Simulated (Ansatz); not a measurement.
Cell and atoms of amorphous Si₁₄Sn₁₀O₃₈:

```xyz
62
Lattice="10.7319 0.0121 0.3781 0.0121 9.8459 -0.1609 0.3781 -0.1609 9.8226" Properties=species:S:1:pos:R:3 pbc="T T T"
Si    10.4167     2.5428     7.8685
Si     1.0719     0.7348     9.6290
Si     9.4835     1.5748     2.4927
Si     7.3338     9.6971     1.2638
Si     1.2275     8.5268     5.4507
Si     1.0605     4.7292     9.1635
Si     4.5412     7.8969     9.0042
Si     4.2006     1.1052     9.8914
Si     5.0892     1.5583     2.8791
Si     2.5854     6.2448     4.1035
Si     6.4099     6.2341     7.4461
Si     1.4362     7.6846     8.5673
Si     6.4338     6.7918     0.5489
Si     0.1864     5.3312     2.3347
Sn     3.9540     3.5385     7.3202
Sn     5.6155     9.0754     4.6221
Sn     7.3342     2.5565     9.4605
Sn     1.3291     1.9421     4.3313
Sn    10.6980     8.2742     2.9349
Sn     4.2696     4.7527     1.7974
Sn     8.0936     1.9137     5.4860
Sn     8.6756     8.3111     6.7145
Sn     7.5161     4.3503     3.1933
Sn    10.6693     5.0654     5.9216
O      2.5258     4.4072     8.5983
O      0.1233     1.5168     1.2053
O      7.3302     6.2890     8.8603
O      5.3115     7.4961     7.6245
O      0.5731     4.5648     0.9485
O      0.4257     2.9061     6.0739
O      0.6402     6.3223     8.9472
O      1.3196     0.2690     5.5345
O     10.5591     4.3100     3.9062
O      6.2230     0.3424     2.5766
O     10.5654     3.8788     8.8204
O      7.2441     8.0706     1.1509
O      8.4690     2.7695     2.0761
O      2.9931     7.4736     8.9476
O      7.5256     0.5132     9.8830
O      5.6417     3.0997     2.7282
O      0.9017     8.9436     9.4874
O      5.6455     4.8188     7.3580
O      4.7326     9.4778     9.2658
O      7.3972     6.6944     6.2332
O      3.9344     1.3870     1.7105
O      2.4959     7.8164     4.6471
O      2.0054     5.2390     5.2349
O      8.8424     2.1776     7.5188
O     11.0178     1.2745     8.6922
O      4.6640     1.1152     4.3787
O      4.0611     5.8666     3.5577
O      1.5243     6.2643     2.7760
O      6.4158     5.4832     1.5297
O      1.2305     8.0181     7.0051
O      5.0432     2.2655     9.1111
O      9.8676     1.4812     4.0990
O      8.7759     0.0946     2.1608
O      4.8288     7.2173     0.4356
O      7.5025     9.7443     5.4940
O     10.5294     7.9689     5.1648
O      9.7469     6.4716     2.5166
O      2.6207     1.1939     9.4959
```

Computed with PBE, scalar-relativistic without spin-orbit coupling (plane waves to 420 eV, PAW; Ansatz, a quantum-chemistry and plane-wave program).

A CHGNet melt-quench gave the starting glass, which DFT then relaxed. O atoms were pushed apart under 1.9 Å during the dynamics, to hinder bonds among them. The hot cell started wider than the set density and was brought back towards it in steps. It is the lowest in DFT energy of 2 quenches. It is a model cell: composition and starting density were chosen by hand, and all elements were melted together. No dispersion term was used. Its density started from a set value of 3.60 and ended at 3.51 g/cm³. The quench (nominally 240 K/ps over its main leg) was far faster than any real one, so the model tends to hold more defects than a real film. One small periodic cell is one sample of the glass; other quenches scatter about these values. Volume and shape were free in the relaxation.

Cut-offs for bonds: Si-Si 2.60 Å, Si-Sn 2.75 Å, Si-O 1.92 Å, Sn-Sn 3.06 Å, Sn-O 2.68 Å, O-O 1.58 Å. Two cations that share two anions don't count as bonded, nor two that share one unless they lie closer than Si-Si 2.38 Å, Si-Sn 2.68 Å, Sn-Sn 2.97 Å.

Give the coordination numbers, mean bond lengths and angles.


```json
{
  "Mean coordination of Si by anions": "4.00 (14 with 4)",
  "Mean coordination of Sn by anions": "3.00 (10 with 3)",
  "Mean coordination of O": "2.26 (28 with 2, 10 with 3)",
  "Mean Si-O bond": "1.641 Å (spread 0.024 Å, 56 counted)",
  "Mean Sn-O bond": "2.243 Å (spread 0.140 Å, 30 counted)",
  "Bond angle at Si": "mean 109.4°, spread 3.9°",
  "Bond angle at Sn": "mean 90.2°, spread 11.5°",
  "Bond angle at O": "mean 126.6°, spread 17.1°"
}
```

Which atoms depart from the most common coordination of their element?

O30 has 3 (Si1 1.64 Å, Sn18 2.19 Å, Sn24 2.26 Å); O34 has 3 (Si4 1.67 Å, Si9 1.69 Å, Sn16 2.55 Å); O40 has 3 (Si9 1.64 Å, Sn23 2.30 Å, Sn20 2.34 Å); O48 has 3 (Si1 1.65 Å, Sn21 2.18 Å, Sn17 2.49 Å); O52 has 3 (Si14 1.69 Å, Si10 1.70 Å, Sn19 2.54 Å); O53 has 3 (Si13 1.64 Å, Sn20 2.28 Å, Sn23 2.29 Å); O55 has 3 (Si8 1.63 Å, Sn17 2.34 Å, Sn15 2.45 Å); O56 has 3 (Si3 1.65 Å, Sn21 2.29 Å, Sn18 2.33 Å); O59 has 3 (Sn21 2.11 Å, Sn16 2.18 Å, Sn22 2.22 Å); O60 has 3 (Si5 1.68 Å, Sn19 2.26 Å, Sn22 2.44 Å).

List the pairs of like atoms that count as bonded by the rules above.

There are none by these rules.
